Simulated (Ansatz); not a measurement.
**RuSi (space group P2_13, No. 198)**

```
RuSi
1.0
    4.70637     0.00000     0.00000
    0.00000     4.70637     0.00000
    0.00000     0.00000     4.70637
Ru Si
4 4
Direct
  0.12946   0.12946   0.12946
  0.62946   0.37054   0.87054
  0.87054   0.62946   0.37054
  0.37054   0.87054   0.62946
  0.83761   0.83761   0.83761
  0.33761   0.66239   0.16239
  0.16239   0.33761   0.66239
  0.66239   0.16239   0.33761
```

Level of theory: r2SCAN (Ansatz, a quantum-chemistry and plane-wave program, PAW, without spin-orbit coupling), earlier PAW set. k-mesh 10×10×10 (Γ-centred); smearing 0.05 eV (Fermi–Dirac).

| Quantity | Result |
|---|---|
| Volume per atom | 13.03 Å³ |
| Density | 8.23 g/cm³ |
| Band gap | 0.31 eV, indirect, a point along ⟨100⟩, about 0.3 Å⁻¹ from Γ → k = (0, 0.200, 0.300) in the run's primitive reciprocal basis |
| Total energy | -3265.562 eV/atom (σ→0; compares only within this code and set-up) |

Stability against distortions was not tested.
